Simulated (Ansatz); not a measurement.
Start from MgO in the rock salt structure (space group Fm-3m, No. 225).

```
MgO
1.0
    0.00000     2.10707     2.10707
    2.10707     0.00000     2.10707
    2.10707     2.10707     0.00000
Mg O
1 1
Direct
  0.00000   0.00000   0.00000
  0.50000   0.50000   0.50000
```

Cartesian axes are those of the cell as printed.

Computed with DFT with PBEsol, PAW potentials and a 420 eV plane-wave cutoff in Ansatz (a first-principles code), scalar-relativistic without spin-orbit coupling.

Strains are applied to the cell and any free atomic positions relax; under biaxial strain the out-of-plane vector relaxes too.

One change was made to it. Results:

| quantity | base | after |
|---|---|---|
| energy relative to the base (free energy F) | 0 meV/atom | +13 meV/atom |
| pressure (mean of the normal stresses, compression positive) | 0.00 GPa | -5.05 GPa |
| band gap | 4.62 eV | 4.22 eV |

Task: Which of these changes matches the shifts?
(A) isotropic strain +3.74 %
(B) biaxial strain +2.76 %, plane normal [001], relaxed out of plane
(C) isotropic strain −4.62 %

Result: B, biaxial strain +2.76 %, plane normal [001], relaxed out of plane. For comparison, the band gap in the other runs: isotropic strain −4.62 % gives 6.11 eV; isotropic strain +3.74 % gives 3.64 eV.

No phonon test of stability was made. The base started in Pnma and relaxed to Fm-3m at this level.
